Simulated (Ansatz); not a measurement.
Base system: NaI in the rock salt structure (space group Fm-3m, No. 225).

```
NaI
1.0
    0.00000     3.20105     3.20105
    3.20105     0.00000     3.20105
    3.20105     3.20105     0.00000
Na I
1 1
Cartesian
  0.00000   0.00000   0.00000
  3.20105   3.20105   3.20105
```

Method: PBEsol (Ansatz, a program for electronic structure), no spin-orbit coupling.

Strains are applied to the cell and any free atomic positions relax.

One change was made to it. Results:

The mean gap deformation potential ΔEg/Δln V is -2.5 eV; the width of the top valence band drops by 0.128 eV (1.00 eV → 0.88 eV); the energy increases by 8.8 meV/atom; the gap character remains direct at Γ; the hole mass (degenerate bands, along [100]) becomes 0.38, 1.7, 1.7 mₑ (at Γ) (base: 0.36, 1.5, 1.5 mₑ (at Γ)).

Task: Which of these changes matches the shifts?
A) isotropic strain +1.50 %
B) isotropic strain +2.50 %
C) isotropic strain +2.00 %

Result: B, isotropic strain +2.50 %. For comparison, the energy relative to the base in the other runs: isotropic strain +1.50 % gives +3.3 meV/atom; isotropic strain +2.00 % gives +5.7 meV/atom.

Spin-orbit coupling, missing from the scalar runs, can matter with I. Masses are band curvatures over ±0.01 Å⁻¹ around the edge. Stability against distortions was not tested.
